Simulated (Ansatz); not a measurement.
**Response to strain in KFe2Se2**

Start from KFe2Se2 (space group I4/mmm, No. 139; ferromagnetic; a cell from a computed database, its experimental status unchecked).

```
KFe2Se2
1.0
   -1.83816     1.83816     7.32173
    1.83816    -1.83816     7.32173
    1.83816     1.83816    -7.32173
K Fe Se
1 2 2
Direct
  0.00000   0.00000   0.00000
  0.75000   0.25000   0.50000
  0.25000   0.75000   0.50000
  0.63995   0.63995   0.00000
  0.36005   0.36005   0.00000
```

Cartesian axes are those of the cell as printed.

Strains are applied to the cell and any free atomic positions relax; under biaxial strain the out-of-plane vector relaxes too; under stress the whole cell relaxes.

The values are results of PBEsol (Ansatz, an electronic-structure program), no SOC, not measurements.

Notes on the quantities. energy relative to the base: free energy F; pressure: mean of the normal stresses, compression positive.

```tsv
change	volume per atom	energy relative to the base	pressure	largest site moment
base	19.79 Å³	0 meV/atom	0.0 GPa	2.70 μB
biaxial strain −4.26 %, plane normal [001], relaxed out of plane	18.90 Å³	+27 meV/atom	3.6 GPa	2.65 μB
biaxial strain +0.42 %, plane normal [001], relaxed out of plane	19.88 Å³	+0.2 meV/atom	-0.3 GPa	2.70 μB
isotropic strain −0.18 %	19.68 Å³	+0.1 meV/atom	0.3 GPa	2.69 μB
uniaxial stress, 8 GPa compression along x	18.69 Å³	+71 meV/atom	–	2.59 μB
```

Other magnetic orders, which the real material may have, were not ruled out. Without a gap, meshes like the base's 16×16×16 leave anisotropic stresses uncertain by several tenths of a GPa, and small strain energies with them. Beyond what the load breaks, stability against distortions was not tested.
